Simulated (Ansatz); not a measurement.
Worked example: relaxation of cell and atoms of V3Au (Pm-3n, 8 atoms in the cell) in Ansatz (a program for electronic structure).

Method: LDA (PW92), default PAW files made with PBE (plane waves; Ansatz).

The change in words: atoms on their sites; basis.ecutwfc: 420 eV → 210 eV; relax: default → cell and atoms. Reference geometry:
```yaml
crystal:
  lattice:
    - [4.87746, 0.00000, 0.00000]
    - [0.00000, 4.87746, 0.00000]
    - [0.00000, 0.00000, 4.87746]
  atoms:
    - { symbol: V, position: [0.50000, 0.25000, 0.00000], spin: 2.0 }
    - { symbol: V, position: [0.50000, 0.75000, 0.00000], spin: 2.0 }
    - { symbol: V, position: [0.26025, 0.00000, 0.50000], spin: 2.0 }
    - { symbol: V, position: [0.75000, 0.00000, 0.50000], spin: 2.0 }
    - { symbol: V, position: [0.00000, 0.50000, 0.25000], spin: 2.0 }
    - { symbol: V, position: [0.00000, 0.50000, 0.75000], spin: 2.0 }
    - { symbol: Au, position: [0.50000, 0.50000, 0.50000] }
    - { symbol: Au, position: [0.00000, 0.00000, 0.00000] }
```
(The spins are starting values, not results.)

Reference input (self-consistent single point, DFT, LDA (PW92), plane waves, default PAW files made with PBE): basis.ecutwfc = 420 eV; kpoints.mp_grid.grid = 3 3 3; hamiltonian.xc = lda; hamiltonian.pseudopotentials = {kind: paw} (the program's default PAW files); magnetization.spin_polarized = true; scf.occupations.method = fermi_dirac; scf.occupations.width = 0.1 eV. This run's input differs from it in these lines:

Ansatz 0.2 input:
```diff
@@ -9,3 +9,3 @@
     - { symbol: V, position: [0.500000, 0.750000, 0.000000], spin: 2.0 }
-    - { symbol: V, position: [0.260251, 0.000000, 0.500000], spin: 2.0 }
+    - { symbol: V, position: [0.250000, 0.000000, 0.500000], spin: 2.0 }
     - { symbol: V, position: [0.750000, 0.000000, 0.500000], spin: 2.0 }
@@ -16,3 +16,3 @@
 basis:
-  ecutwfc: 420.0
+  ecutwfc: 210.0
 kpoints:
@@ -26,2 +26,4 @@
   occupations: { method: fermi_dirac, width: 0.1 }
+relax:
+  cell: {}
 output:
```

Output, abridged:

```
   [... SCF lines of the steps left out ...]
relax step   1: F+E_penalty+E_count = -42847.62549664 eV  Δ(F+E_penalty+E_count) = +0.000e0 eV  max|allowed force component| = 2.277e-18 eV/Å  Δτ_max = 0.0000 Å  P = -11.660 GPa  Ω = 116.033 Å³  (15 SCF iters, dr2 threshold 1.00e-7 eV, accepted)
relax step   2: F+E_penalty+E_count = -42865.32455853 eV  Δ(F+E_penalty+E_count) = -1.770e1 eV  max|allowed force component| = 1.829e-17 eV/Å  Δτ_max = 0.0000 Å  P = +108.836 GPa  Ω = 105.035 Å³  energy of the carried Pulay correction = +2.096e1 eV  [...]
   [... lines left out ...]
relax step 120: F+E_penalty+E_count = -42848.49806404 eV  Δ(F+E_penalty+E_count) = +2.670e-2 eV  max|allowed force component| = 2.432e-17 eV/Å  Δτ_max = 0.0000 Å  P = +0.022 GPa  Ω = 106.283 Å³  energy of the carried Pulay correction = -2.670e-2 eV  [...]
relax step 121: F+E_penalty+E_count = -42848.49806404 eV  Δ(F+E_penalty+E_count) = +1.455e-11 eV  max|allowed force component| = 2.396e-17 eV/Å  Δτ_max = 0.0000 Å  P = +0.082 GPa  Ω = 106.283 Å³  stress off target by 8.19e-2 GPa  SCF on the basis [...]
basis re-selected at this cell: Δ(F+E_penalty+E_count) = +1.455e-11 eV, ΔP = +0.060 GPa vs the last step
   [... lines left out ...]
Absolute magnetization: 0.0000 μB (∫|ρ↑−ρ↓|, with the PAW one-centre terms)
Free energy (F): -42848.498064 eV
Fermi energy:    19.471489 eV
Error: variable-cell relaxation did not converge after 121 `relax_step` rows, as none of its last 52 fresh-basis SCF(s) at a relaxed cell met both thresholds with a finite energy. The last misses `relax.cell.stress_tol`: largest allowed force component 2.40e-17 eV/Å (`relax.f_tol` 1.00e-2 eV/Å), stress off the target on the free part of the cell 8.19e-2 GPa (`relax.cell.stress_tol` 5.00e-2 GPa), F+E_penalty+E_count -42848.49806404 eV. The closest is row 50, whose structure comes with this error. Larger ratio of force or stress to its threshold at each such SCF whose figures are numbers: 230.709, 191.283, 75.104, 95.914, 101.097, 90.843, 81.555, 24.517, 22.950, 22.746, 21.719, [...]
   [... lines left out ...]
to start a new deck from the relaxed geometry:
  cell:  # Å, volume = 106.3120 Å³
    - [4.737262250374913, -3.661273071361152e-32, 2.4023969879205365e-33]
    - [-4.598558977629607e-32, 4.737262250374913, -3.0804848225068756e-33]
    - [2.1456063286689046e-33, -3.0804848225068756e-33, 4.737262250374913]
  atoms:
    - { symbol: V, position: [0.5, 0.25, -2.70191410585122e-35] }
    - { symbol: V, position: [0.5, 0.75, 1.5396001922042886e-34] }
    - { symbol: V, position: [0.25, -7.599087732056064e-34, 0.5] }
    - { symbol: V, position: [0.75, 3.216696957650764e-33, 0.5] }
    - { symbol: V, position: [-9.006889477228508e-34, 0.5, 0.25] }
    - { symbol: V, position: [-1.4403358983727831e-33, 0.5, 0.75] }
    - { symbol: Au, position: [0.5, 0.5, 0.5] }
    - { symbol: Au, position: [-4.244304942400407e-34, -2.070864464985236e-34, -6.642838149993504e-35] }
```

The relaxation ended unconverged.  The full log also holds: “iter 3 did not close the SCF: its close was put off for a magnetic moment that had not settled (scf_convergence_deferred on its scf_iter line)”. The full log also holds: “iter 4 did not close the SCF: its close was put off for a magnetic moment that had not settled (scf_convergence_deferred on its scf_iter line)”.

The starting cell comes from a database of computed structures (which also holds hypothetical and non-ambient phases and stackings), without a prior relaxation at this level. Its lattice was rescaled by up to half a per cent. The program warned that a starting moment was not kept. The cutoff lies below the one recommended for these files.

Cost on one core of a shared machine: roughly 4 min.
